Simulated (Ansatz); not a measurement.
## Response to strain in Cr2N

Base system: Cr2N (space group P-31m, No. 162; non-magnetic).

```xyz
9
Lattice="4.7188 0.0000 0.0000 -2.3594 4.0866 0.0000 0.0000 0.0000 4.3589" Properties=species:S:1:pos:R:3 pbc="T T T"
Cr     1.5397     0.0000     1.1041
Cr    -0.7699     1.3334     1.1041
Cr     1.5895     2.7532     1.1041
Cr    -1.5895     2.7532     3.2548
Cr     3.1791     0.0000     3.2548
Cr     0.7699     1.3334     3.2548
N      0.0000     2.7244     2.1795
N      2.3594     1.3622     2.1795
N      0.0000     0.0000     0.0000
```

Cartesian axes are those of the cell as printed.

Strains are applied to the cell and any free atomic positions relax; under biaxial strain the out-of-plane vector relaxes too; under stress the whole cell relaxes.

All numbers come from PBEsol/PAW in Ansatz (a first-principles code), scalar-relativistic without spin-orbit coupling.

Notes on the quantities. pressure: mean of the normal stresses, compression positive; energy relative to the base: free energy F.

```csv
case,pressure,volume per atom,energy relative to the base,space group
base,0.0 GPa,9.34 Å³,0 meV/atom,P-31m (No. 162)
"biaxial strain +1.02 %, plane normal [001], relaxed out of plane",(withheld),9.42 Å³,+2.5 meV/atom,P-31m (No. 162)
"biaxial strain +2.38 %, plane normal [001], relaxed out of plane",(withheld),9.55 Å³,+13 meV/atom,P-31m (No. 162)
uniaxial strain ε_zz = −3.92 %,13.9 GPa,8.97 Å³,+22 meV/atom,P-31m (No. 162)
"uniaxial stress, 8 GPa tension along x",–,9.42 Å³,+5.2 meV/atom,C2/m (No. 12)
```

### Question
Some entries are withheld; estimate them.

### Answer

- biaxial strain +1.02 %, plane normal [001], relaxed out of plane, pressure: -2.8 GPa
- biaxial strain +2.38 %, plane normal [001], relaxed out of plane, pressure: -6.5 GPa

Without a gap, meshes like the base's 11×11×11 leave anisotropic stresses uncertain by several tenths of a GPa, and small strain energies with them. Stability under load was not tested beyond the relaxation. Seeded moments were not kept for the base. The final runs are not spin-polarised. An odd electron count without spin: Cr2N.
